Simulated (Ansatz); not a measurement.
The reference is W$_{2}$C (space group P-3m1, No. 164; a = 3.035 Å, c = 4.656 Å). Axes: x lies along a and z along c of the hexagonal cell.

Computed with PBE-D3(BJ), PAW, 420 eV (Ansatz, a program for electronic structure; scalar-relativistic without spin-orbit coupling).

Base values:

```
Quantity                         Value
-----------------------------  -------
Shortest interatomic distance  2.117 Å
Pressure                       0.0 GPa
Band gap                          zero
```

It is then changed as follows: compressive biaxial strain of 0.90 % in the plane normal to [001], as in epitaxy on a mismatched substrate; the out-of-plane cell vector and the atoms relax.

**Question.** What does the calculation give for the shortest interatomic distance after the change?

**Answer.** The shortest interatomic distance decreases by 0.003 Å (2.117 Å → 2.114 Å).

**Question.** What does the calculation give for the pressure after the change?

**Answer.** The pressure (mean of the normal stresses, compression positive) goes from zero to 2.5 GPa.

**Question.** How does this affect the band gap?

**Answer.** The band gap remains zero.

Without a gap, meshes like the base's 18×18×10 leave anisotropic stresses uncertain by several tenths of a GPa, and small strain energies with them. No phonon test of stability was made. All final runs are without spin polarisation.
